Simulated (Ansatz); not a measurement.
Level of theory: PBE (plane waves to 420 eV, PAW; Ansatz, a quantum-chemistry and plane-wave program).

Host crystal: wurtzite ZnO, with a band gap (PBE, scalar-relativistic without spin-orbit coupling).

Planar average of the electrostatic potential across the slab, in eV from the Fermi level, for F on the 1x1 (10-10) surface of wurtzite ZnO (cut with top plane O + Zn), one in a 1x1 cell, started at the site 'over O at depth 0.9 Å':

(z (Å), V (eV)): (5.05, 5.78); (5.34, 5.78); (5.64, 5.78); (5.94, 5.78); (6.23, 5.77); (6.53, 5.77); (6.83, 5.77); (7.12, 5.77); (7.42, 5.75); (7.72, 5.72); (8.02, 5.64); (8.31, 5.44); (8.61, 4.91); (8.91, 3.37); (9.20, -0.86); (9.50, -5.23); (9.80, -8.22); (10.09, -9.63); (10.39, -8.88); (10.69, -5.31); (10.98, -0.55); (11.28, 2.69); (11.58, 2.50); (11.88, -0.95); (12.17, -4.67); (12.47, -6.67); (12.77, -7.31); (13.06, -7.10); (13.36, -5.89); (13.66, -2.86); (13.95, 1.22); (14.25, 3.02); (14.55, 1.25); (14.84, -2.65); (15.14, -5.32); (15.44, -6.18); (15.73, -6.70); (16.03, -6.30); (16.33, -4.41); (16.62, -0.83); (16.92, 2.28); (17.22, 2.92); (17.52, -0.15); (17.81, -3.57); (18.11, -5.50); (18.41, -5.59); (18.70, -4.59); (19.00, -3.20); (19.30, -1.35); (19.59, 0.31); (19.89, 1.80); (20.19, 2.47); (20.48, 3.20); (20.78, 4.93); (21.08, 7.28); (21.38, 8.07); (21.67, 8.28); (21.97, 8.34); (22.27, 8.37); (22.56, 8.37); (22.86, 8.38); (23.16, 8.38); (23.45, 8.38); (23.75, 8.38); (24.05, 8.38); (24.34, 8.38); (24.64, 8.38); (24.94, 8.38)

Slab: 17 atoms, 9.4 Å thick at the start under the adsorbate (thin: gaps and levels are the slab's own); k 6x4x1, smearing 0.01 eV, dipole-corrected; 8 atoms held, the rest relaxed; symmetry of the start imposed; spin-polarised, ending with about 0.6 μB a cell, a value that depends on the mesh; orders that need a larger cell were not tried, no spin-orbit, no U, no dispersion correction. The slab shows no gap over 0.04 eV on its mesh. At the end it is bonded to 2 Zn. In PBE this state lies 0.06 eV over the lowest of the starts that converged ('hollow O', where the adsorbate rearranged the host).

**Question.** The surface cell has an area of 17.36 Å². What dipole along the normal does the step between the two vacuum levels imply?

**Answer.** the top vacuum level lies 2.60 eV above the bottom one; p = −ε₀ A ΔV (ε₀ = 0.005526 e/(V·Å)) gives -0.25 e·Å a cell.
